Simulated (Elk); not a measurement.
Parameter sweep on Be₃Ir (I4/mmm, 4 atoms in the cell)

```xyz
4
Lattice="-1.6313 1.6313 3.6248 1.6313 -1.6313 3.6248 1.6313 1.6313 -3.6248" Properties=species:S:1:pos:R:3 pbc="T T T"
Be     0.0000     1.6313     1.8124
Be     1.6313     0.0000     1.8124
Be     0.0000     0.0000     3.6248
Ir     0.0000     0.0000     0.0000
```

Base run A: LDA (PW92), all-electron FP-LAPW, Elk's shipped species files, default APW+lo basis run with Elk, self-consistent single point.

Its settings: swidth = 0.00183747 Ha; ngridk = 7 7 7; rmtscf = 0.89; maxscl = 100.

The starting cell comes from a database of computed structures (which also holds hypothetical and non-ambient phases and stackings), without a prior relaxation at this level. Its lattice was rescaled by a random factor within 2.5 % of one. Spin polarisation is off. Values depend on the basis (sphere radii, cutoffs, local orbitals), which need not be converged.

ΔF is the free energy per atom less that of run A. 

Run A gave: TS (meV/atom) 4.7.

Runs:
- B: swidth = 7.34986e-05 Ha
- C: swidth = 0.000367493 Ha
- D: swidth = 0.000918733 Ha
- E: swidth = 0.00367493 Ha
- F: swidth = 0.0055124 Ha
- G: swidth = 0.00734986 Ha
- H: swidth = 0.0110248 Ha
- I: swidth = 0.0183747 Ha
- J: swidth = 0.0293995 Ha

Task: What does run F change against A?

Result: The free energy falls by 13.3 meV/atom.

Task: What does run I change against A?

Result: The free energy goes down by 121 meV/atom.

Task: What does run G change against A?

Result: The free energy drops by 22.8 meV/atom.

```
run  ΔF (meV/atom)  TS (meV/atom)
---  -------------  -------------
A             0.00            4.7
B              3.5            0.0
C              3.1            0.5
D              2.1            1.9
E             -5.7           13.4
F            -13.3           25.6
G            -22.8           41.5
H            -47.4           85.6
I           -121.1          227.7
J           -300.3          597.2
```
